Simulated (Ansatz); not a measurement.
Sc2Al (model structure, started from the MoSi2 type, I4/mmm, No. 139, 3 atoms in the cell): lattice parameter a by level of theory

No measured value is used here.

```csv
level (code),value (Å)
LDA (Ansatz),3.089
PBE (Ansatz),3.170
PBEsol (Ansatz),3.132
r²SCAN (Ansatz),3.145
```

The crystal itself was run without spin with LDA, PBE, PBEsol, r²SCAN; a magnetic state was not tried in these runs. Cutoffs differ between the levels. Ansatz's density-functional and Hartree–Fock values are scalar-relativistic unless marked +SOC, with PAW data made under PBE.

A model structure was made by putting elements into a prototype or built by hand; it is no filed structure, need not be a known phase, and can be a saddle point held by its symmetry.

Ansatz is a program for electronic structure.
